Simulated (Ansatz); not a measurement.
Partial pair distribution functions of a relaxed model of amorphous Si40O20, broadened by 0.06 Å; density 2.27 g/cm³. The numbers are results of PBE, scalar-relativistic without spin-orbit coupling (plane waves to 420 eV, PAW; Ansatz, a program for electronic structure), not measurements. The usual formal charges leave 120 electrons over, so the level spacing at the Fermi energy parts defect or band states and needn't be the band gap.

Preparation: random packing, a CHGNet melt and quench, and a DFT relaxation. O atoms were pushed apart under 1.9 Å during the dynamics, to hinder bonds among them. The hot cell started wider than the set density and was brought back towards it in steps. It is the lowest in DFT energy of 2 quenches. It is a model cell: composition and starting density were chosen by hand, and all elements were melted together. No dispersion term was used. Its density started from a set value of 2.16 and ended at 2.27 g/cm³. The quench (nominally 290 K/ps over its main leg) was far faster than any real one, so the model tends to hold more defects than a real film. One small periodic cell is one sample of the glass; other quenches scatter about these values. The volume was free in the relaxation, at fixed shape. Stress components on the final sampling reach 1.6 GPa. On a 2×2×2 Γ-centred mesh force components of up to 0.35 eV/Å stay, since the relaxation ran on the zone centre alone.

| r (Å) | g Si-Si | g Si-O | g O-O |
|---|---|---|---|
| 1.40 | 0.00 | 0.01 | 0.00 |
| 1.50 | 0.00 | 0.62 | 0.00 |
| 1.60 | 0.00 | 6.37 | 0.00 |
| 1.70 | 0.00 | 6.64 | 0.00 |
| 1.80 | 0.00 | 1.53 | 0.00 |
| 1.90 | 0.00 | 0.55 | 0.00 |
| 2.00 | 0.00 | 0.04 | 0.00 |
| 2.10 | 0.01 | 0.00 | 0.00 |
| 2.20 | 0.36 | 0.00 | 0.00 |
| 2.30 | 2.69 | 0.00 | 0.01 |
| 2.40 | 4.78 | 0.00 | 0.41 |
| 2.50 | 2.13 | 0.00 | 2.59 |
| 2.60 | 0.55 | 0.00 | 6.41 |
| 2.70 | 0.12 | 0.02 | 6.07 |
| 2.80 | 0.23 | 0.10 | 2.84 |
| 2.90 | 0.49 | 0.24 | 0.97 |
| 3.00 | 0.74 | 0.51 | 0.28 |
| 3.10 | 1.02 | 1.17 | 0.31 |
| 3.20 | 1.09 | 1.72 | 0.38 |
| 3.30 | 0.68 | 1.94 | 0.43 |
| 3.40 | 0.66 | 1.43 | 0.28 |
| 3.50 | 0.87 | 1.21 | 0.44 |
| 3.60 | 1.26 | 1.08 | 0.63 |
| 3.70 | 1.07 | 1.20 | 0.76 |
| 3.80 | 1.07 | 1.30 | 0.45 |
| 3.90 | 1.34 | 0.98 | 0.50 |
| 4.00 | 1.23 | 1.20 | 0.90 |
| 4.10 | 1.31 | 1.06 | 0.81 |
| 4.20 | 1.22 | 1.03 | 0.53 |
| 4.30 | 0.97 | 1.13 | 0.44 |
| 4.40 | 1.02 | 0.87 | 0.44 |
| 4.50 | 1.08 | 0.80 | 0.78 |
| 4.60 | 1.21 | 0.94 | 1.33 |
| 4.70 | 1.12 | 0.86 | 1.52 |
| 4.80 | 0.99 | 0.78 | 1.20 |
| 4.90 | 0.80 | 0.99 | 0.97 |
| 5.00 | 0.67 | 1.05 | 1.00 |
| 5.10 | 0.71 | 1.14 | 0.92 |

Within 2.60 Å each Si has 2.85 Si neighbours on average.
